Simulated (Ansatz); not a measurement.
LaPd5 (P6/mmm), Ansatz (a first-principles code) with PBEsol, DFPT electron-phonon coupling, linearised Boltzmann equation. Phonon-limited resistivity 42.5 μΩ·cm at 300 K along x (a = (5.30, 0.00, 0.00) Å; b = (-2.65, 4.59, 0.00) Å; c = (0.00, 0.00, 4.42) Å), 55.7 μΩ·cm at 400 K.

**Question.** Estimate the electronic thermal conductivity at 300 K by the Wiedemann-Franz law (L₀ = 2.44×10⁻⁸ W·Ω/K²).

**Answer.** L₀T/ρ = 2.44×10⁻⁸ × 300/(42.5×10⁻⁸) = 17.2 W/(m·K). Inelastic scattering puts the true Lorenz number somewhat under L₀ near and below the Debye temperature.

**Question.** What temperature coefficient of resistance follows, and how does it compare with 1/T?

**Answer.** (ρ₄₀₀ − ρ₃₀₀)/(100 K × ρ₃₀₀) = 3.11×10⁻³ K⁻¹, against 1/T = 3.33×10⁻³ K⁻¹ for a resistivity proportional to T. Impurities would add a constant and lower it.

**Question.** What is the classical skin depth at 1 GHz (nonmagnetic, μ₀ = 1.257×10⁻⁶ H/m)?

**Answer.** δ = √(ρ/(π f μ₀)) = 10400 nm.

A metal at this level (no band gap). Only scattering by harmonic phonons is included (no impurities, grain boundaries, electron-electron scattering or thermal expansion). Spin-orbit coupling is left out. The squared frequency of the phonon mode least converged on the k mesh is uncertain by about 23 %. Halving the electron mesh (20x20x20) moves the resistivity by up to 3 % at 300 K. Smearing 0.20 eV; phonons on a 3x3x3 q mesh, which this run doesn't test.

Computed structure with no diffraction record at hand here (it may be known, metastable or hypothetical): LaPd5 (P6/mmm).
